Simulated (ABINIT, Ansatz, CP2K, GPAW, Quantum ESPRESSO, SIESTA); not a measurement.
# Code comparison for ZrH (P1, 4 atoms in the cell)

Self-consistent single point, at a second geometry (atoms moved at random). First geometry:

```
ZrH
1.0
    3.26696     0.00000     0.00000
    0.00000     3.26696     0.00000
    0.00000     0.00000     5.04998
Zr H
2 2
Direct
  0.00000   0.50000   0.50000
  0.50000   0.00000   0.00000
  0.50000   0.50000   0.25000
  0.50000   0.50000   0.75000
```

Second geometry:
```xyz
4
Lattice="3.2670 0.0000 0.0000 0.0000 3.2670 0.0000 0.0000 0.0000 5.0500" Properties=species:S:1:pos:R:3 pbc="T T T"
Zr     0.0141     1.5878     2.4837
Zr     1.6081    -0.0052     0.0568
H      1.6218     1.6531     1.2381
H      1.6565     1.6648     3.7964
```

Shared settings, as Ansatz (an electronic-structure program) writes them: kpoints.mp_grid.grid = 7 7 5; scf.occupations.method = fermi_dirac; scf.occupations.width = 0.0037 Ry. Potentials and cutoffs stand in the table.

```json
[
 {"code": "SIESTA", "model": "GGA PBEsol, numerical atomic orbitals DZP, PseudoDojo PBEsol standard norm-conserving potentials (rewritten from UPF to PSML)", "ΔF from the first geometry (meV/atom)": "9.5", "pressure (GPa)": "-7.98", "largest force (eV/Å)": "0.556", "cutoff": "grid 350 Ry"},
 {"code": "CP2K", "model": "PBEsol, GPW, DZVP-MOLOPT-SR-GTH basis, GTH-PBE potentials (GTH_POTENTIALS)", "ΔF from the first geometry (meV/atom)": "9.6", "pressure (GPa)": "-6.37", "largest force (eV/Å)": "0.564", "cutoff": "grid 500 Ry"},
 {"code": "Quantum ESPRESSO", "model": "PBEsol, PseudoDojo standard norm-conserving (PBESOL) pseudopotentials", "ΔF from the first geometry (meV/atom)": "9.5", "pressure (GPa)": "-5.99", "largest force (eV/Å)": "0.558", "cutoff": "75 Ry"},
 {"code": "Ansatz", "model": "PBEsol, PAW files made with PBE", "ΔF from the first geometry (meV/atom)": "9.5", "pressure (GPa)": "-6.06", "largest force (eV/Å)": "0.557", "cutoff": "30.9 Ry"},
 {"code": "GPAW", "model": "PBEsol, GPAW PAW datasets PBEsol (made by gpaw-setup)", "ΔF from the first geometry (meV/atom)": "9.5", "pressure (GPa)": "-6.37", "largest force (eV/Å)": "0.553", "cutoff": "800 eV"},
 {"code": "ABINIT", "model": "PBEsol, norm-conserving pseudopotentials (PseudoDojo nc-sr-04 PBEsol standard)", "ΔF from the first geometry (meV/atom)": "9.5", "pressure (GPa)": "-5.99", "largest force (eV/Å)": "0.558", "cutoff": "36 Ha"}
]
```

Size of the force on each atom (eV/Å): Sizes of forces hide their directions.

| code | Zr1 | Zr2 | H3 | H4 |
|---|---|---|---|---|
| SIESTA | 0.433 | 0.556 | 0.290 | 0.233 |
| CP2K | 0.452 | 0.564 | 0.274 | 0.223 |
| Quantum ESPRESSO | 0.443 | 0.558 | 0.278 | 0.225 |
| Ansatz | 0.442 | 0.557 | 0.277 | 0.225 |
| GPAW | 0.438 | 0.553 | 0.278 | 0.226 |
| ABINIT | 0.443 | 0.558 | 0.278 | 0.225 |

The spread over the programs that give each value: ΔF from the first geometry within 0.1 meV/atom; pressure within 1.99 GPa; largest force within 0.011 eV/Å.

SIESTA and CP2K use small atom-centred bases, whose incompleteness enters pressures, forces and empty levels differently from a plane-wave cutoff. Ansatz's pressure is given at a fixed set of plane waves, as the other plane-wave codes print theirs; with its correction for the finite basis it is -6.00 GPa. In the pressure, SIESTA (by 1.96) lies more than 1 GPa from the median of the plane-wave programs.

The starting cell comes from a database of computed structures (which also holds hypothetical and non-ambient phases and stackings), without a prior relaxation at this level. Its lattice was rescaled by a random factor within 2.5 % of one. For this run, on top of that: atoms moved at random.

Keys are those of Ansatz 0.2.
